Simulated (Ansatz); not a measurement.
Base system: Bi in the A7 type structure (space group R-3m, No. 166; a = 4.5205 Å, c = 12.0283 Å (hexagonal axes); layered).

The values are results of Kohn–Sham DFT with the r2SCAN+rVV10 functional, run in Ansatz (a first-principles code) with PAW and 500 eV plane waves, without spin-orbit coupling, not measurements.

Free-standing slabs (2 atom(s) a layer) normal to the stacking axis with 15 Å of vacuum; in-plane cell relaxed.

One change was made to it. Results:

The excess energy per area of both faces (slab less bulk energy over the cell's area: twice a surface energy) amounts to 0.56 J/m² (uncertain by up to 0.04 J/m²); the shortest interatomic distance drops by 0.039 Å (3.068 Å → 3.029 Å); the in-plane lattice parameter a drops by 0.1452 Å (4.521 Å → 4.375 Å).

Which change produced these results?
(A) 2 layers
(B) 1 layer
(C) 3 layers

A, 2 layers. For comparison, the in-plane lattice parameter a in the other runs: 1 layer gives 4.269 Å; 3 layers gives 4.415 Å.

The excess energy carries the mismatch between the slab's and the bulk's meshes. No phonon test of stability was made.
